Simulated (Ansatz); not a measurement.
The reference is Ti in the hcp (Mg type) structure (space group P6_3/mmc, No. 194; a = 2.902 Å, c = 4.593 Å; relaxed with 0.1 eV smearing). Axes: x lies along a and z along c of the hexagonal cell.

Method: PBEsol (Ansatz, a program for electronic structure), no spin-orbit coupling.

Strains are applied to the cell and any free atomic positions relax.

One change was made to it. Results:

```json
[
 {"quantity": "energy relative to the base (free energy F)", "base": "0 meV/atom", "after": "+3.4 meV/atom"},
 {"quantity": "largest internal atomic displacement", "base": "–", "after": "0.022 Å"}
]
```

Q: Which change produced these results?
A) uniaxial strain ε_xx = +2.00 %
B) uniaxial strain ε_xx = −1.50 %
C) uniaxial strain ε_xx = +1.50 %

A: A, uniaxial strain ε_xx = +2.00 %. For comparison, the energy relative to the base in the other runs: uniaxial strain ε_xx = −1.50 % gives +2.0 meV/atom; uniaxial strain ε_xx = +1.50 % gives +1.9 meV/atom.

No phonon test of stability was made. All final runs are without spin polarisation.
